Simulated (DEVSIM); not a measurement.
System: Schottky contact on n-type β-Ga2O3, at 300 K.

Layer 1 from the left is β-Ga2O3, thickness (μm) 6.10, Nd (cm⁻³) 7.8e14, τn (s) 3.1e-10, τp (s) 3.1e-10.

Left contact: Schottky, work function 5.1 eV, emission velocity 2e6 cm/s. Right contact: ohmic. Voltage is applied to the left contact. Recombination: SRH at mid-gap, radiative, Auger. Mobility is constant in doping.

Constants are typed, rounded textbook-type inputs, not results; the design itself was drawn at random and stands for no fabricated device. Values at 300 K.

β-Ga2O3: gap (eV) 4.8, affinity (eV) 4, permittivity 10, Nc (cm⁻³) 3.7e18, Nv (cm⁻³) 5e20, μn (cm²/Vs) 160, μp (cm²/Vs) 1, B (cm³/s) 1e-12, Cn (cm⁶/s) 1e-31, Cp (cm⁶/s) 1e-31.

Simulated with DEVSIM: 1D drift-diffusion, Boltzmann statistics, complete ionisation; no tunnelling, impact ionisation, image-force lowering or self-heating. Metal contacts follow the ideal Schottky-Mott rule: no Fermi-level pinning, no interface dipoles.

Dark forward current:

```
|V| (V)  |J| (A/cm²)
-------  -----------
0.05       1.263e-12
0.10       9.848e-12
0.15       6.822e-11
0.20       4.645e-10
0.25        3.150e-9
0.30        2.130e-8
0.35        1.437e-7
0.40        9.653e-7
0.45        6.457e-6
0.50        4.292e-5
0.55       0.0002829
0.60        0.001840
0.65         0.01163
0.70         0.06776
0.75          0.3092
0.80          0.9186
0.85           1.872
0.90           3.042
0.95           4.340
1.00           5.718
1.05           7.149
1.10           8.618
1.15           10.11
1.20           11.63
1.25           13.17
1.30           14.72
```

Q: Work out the local ideality factor n = ΔV / (kT/q · ln(J2/J1)) between the rows 0.15 and 0.20 V, 1.25 and 1.30 V.

A: kT/q = 25.85 mV. From 0.15 to 0.20 V: ln(4.645e-10/6.822e-11) = 1.918, n = 1.01, near the 1 of diffusion or emission over a barrier. From 1.25 to 1.30 V: ln(14.72/13.17) = 0.111, n = 17.38; the layers' resistance at their doping, Σ W/(qμN) = 0.031 Ω cm², would take 47 mV of this step of 50 mV.

Q: Estimate the current at 0.40 V for emission alone, J0 = q v N_band exp(−φB/kT), and read the barrier back from the simulated current.

A: φB = 1.100 eV, N_band = 3.70e18 cm⁻³, J0 = 3.92e-13 A/cm²; J = J0 (exp(qV/kT) − 1) = 2.06e-6 A/cm². The simulation gives 9.65e-7 A/cm²; the estimate lies 110 % above. Read backwards, the simulated current gives an apparent barrier of 1.120 eV. The estimate leaves out transport through the depletion region and minority injection.
